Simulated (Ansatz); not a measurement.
**WSe2, response to strain**

The reference is WSe2 (space group P6_3/mmc, No. 194; layered, stacked along the Cartesian z axis).

```
CELL_PARAMETERS angstrom
      3.27904     0.00000     0.00000
     -1.63952     2.83973     0.00000
      0.00000     0.00000    12.78623
ATOMIC_POSITIONS crystal
  W  0.66667 0.33333 0.75000
  W  0.33333 0.66667 0.25000
  Se 0.66667 0.33333 0.38172
  Se 0.33333 0.66667 0.88172
  Se 0.33333 0.66667 0.61828
  Se 0.66667 0.33333 0.11828
```

Cartesian axes are those of the cell as printed.

Strains are applied to the cell and any free atomic positions relax; under biaxial strain the out-of-plane vector relaxes too.

The values are results of PBE-D3(BJ) (Ansatz, a quantum-chemistry and plane-wave program), no spin-orbit coupling, not measurements.

```csv
"biaxial strain, plane normal [001], relaxed out of plane (%)",out-of-plane strain (%)
-3,1.19
-2.4,?
-1.8,0.69
-1.2,0.46
-0.6,0.24
0,0.00
```

**Question.** Fit ε⊥ = −νε + γε² (strains in %) to the rows shown and predict the withheld row.

**Answer.** Least squares on the printed values gives ν = 0.38 (the biaxial Poisson response) and γ = 0.007 (largest residual 0.01 %); this predicts 0.94 %, and the run gives 0.94 %, in agreement.

No phonon test of stability was made.
